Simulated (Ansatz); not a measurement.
An ideal cubic perovskite cell is held by its symmetry; such compounds can tilt or shift off centre at room temperature.

Here is the system:

```xyz
5
Lattice="5.6677 0.0000 0.0000 -2.8339 4.9084 0.0000 2.8339 1.6361 2.3138" Properties=species:S:1:pos:R:3 pbc="T T T"
Ba     5.6677     3.2723     1.1569
Ti     0.0000     0.0000     0.0000
O      4.2508     0.8181     1.1569
O      2.8339     3.2723     1.1569
O      1.4169     0.8181     1.1569
```

The cell is taken as given; by r2SCAN it stands under a pressure of -1.8 GPa.

Transport runs along the normal of the first two printed cell vectors, the (111) plane of the conventional cell.

The gap is the functional's own, uncorrected, and κ follows it; spin-orbit coupling is left out. Mid-gap means the computed energy nearest the middle.

### Question
Predict the band gap and the smallest decay constant κ at mid-gap from r2SCAN (Ansatz, a quantum-chemistry and plane-wave program).

### Answer
Gap 2.15 eV on a 14×14×14 mesh; κ = 0.277 1/Å, at the zone centre.
